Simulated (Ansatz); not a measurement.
The starting structures come from a database of crystals and need not be the phases stable at ambient conditions.

By PBEsol, the system below comes out a metal.

A figure of merit of an interconnect metal is its ballistic conductance per area.

```
CELL_PARAMETERS angstrom
      4.19727     0.00000     0.00000
      0.00000     4.19727     0.00000
      2.09864    -2.09864     3.05696
ATOMIC_POSITIONS crystal
  Ga 0.25000 0.25000 0.50000
  Ga 0.75000 0.75000 0.50000
  Pt 0.00000 0.00000 0.00000
```

Space group of this cell: I4/mmm. The cell is strained (lengths along the current scaled by 1.03, ions clamped); by PBEsol its mean pressure is -4.5 GPa.

The current flows along the normal of the first two printed cell vectors, the (001) (indices of the unstrained crystal) plane of the conventional cell. No spin-orbit coupling; the value is a mean over 0.1 eV about the Fermi level.

### Question
State the ballistic conductance per area according to PBEsol (Ansatz, a quantum-chemistry and plane-wave program).

### Answer
0.97 × 10¹⁵ S/m² for both spins.
